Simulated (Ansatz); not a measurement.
Base system: BN in the zinc blende structure (space group F-43m, No. 216; a = 3.6097 Å). Axes: x, y, z lie along the cube axes.

Structures relaxed with Ansatz (a first-principles code), r2SCAN, PAW, cutoff 500 eV, without spin-orbit coupling.

Base:

Simulated powder pattern, Cu Kα1, λ = 1.54056 Å (kinematic, ideal powder, no thermal factors, no anomalous dispersion; the 14 strongest lines at most, above 2 %, up to 2θ = 90°):

```json
[
 {"2θ (°)": "43.38", "I/Imax (%)": "100", "hkl": "(111)"},
 {"2θ (°)": "50.53", "I/Imax (%)": "4.8", "hkl": "(200)"},
 {"2θ (°)": "74.25", "I/Imax (%)": "37", "hkl": "(220)"}
]
```

After one change:

Simulated powder pattern, Cu Kα1, λ = 1.54056 Å (kinematic, ideal powder, no thermal factors, no anomalous dispersion; the 14 strongest lines at most, above 2 %, up to 2θ = 90°):

```
2θ (°)  I/Imax (%)
------  ----------
43.01          100
50.53          3.1
73.20           25
74.25           12
87.84          7.8
89.85           15
```

Which of these changes matches the shifts?
A. uniaxial strain ε_zz = +2.00 %
B. uniaxial strain ε_zz = +1.50 %
C. uniaxial strain ε_zz = +2.50 %
D. uniaxial strain ε_zz = +0.50 %

C, uniaxial strain ε_zz = +2.50 %. Its volume per atom is 6.03 Å³ against 5.88 Å³, and its space group is I-4m2 (No. 119).

No phonon test of stability was made.
